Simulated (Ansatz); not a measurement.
Structures of equal composition on the (000-1) surface of wurtzite GaN (N plane on top): 2x2 Al adatom at H3; 2x2 Al adatom at T4. The slabs share one bottom face, and each structure is named by its start. These are constructed structures in small cells; real faces may alloy, dewet or reconstruct in larger ones, and not all known structures of the face are among them. Slabs of about 14 Å, Fermi-Dirac smearing of 0.025 eV. Bottom of the slabs: H caps. Relaxed from the named starts with such symmetry as they have, on meshes of like density; energies extrapolated to zero smearing; spin only where a row says so; no spin-orbit coupling, no U. Brackets mark spin-polarised runs, whose order is one that fits the cell. Where a second, spin-polarised start was run, the lower counts.

The numbers are results of r2SCAN, at the PBE geometry (plane waves to 500 eV, PAW; Ansatz, an electronic-structure program), not measurements.

Question: Put the candidates in order of energy per 1x1 cell, lowest first, for r2SCAN, at the PBE geometry.

Answer: 2x2 Al adatom at H3 (0.000 eV, gap 1.45 eV on the mesh), 2x2 Al adatom at T4 (0.371 eV (3 Al–N bonds formed), gap 0.82 eV on the mesh)
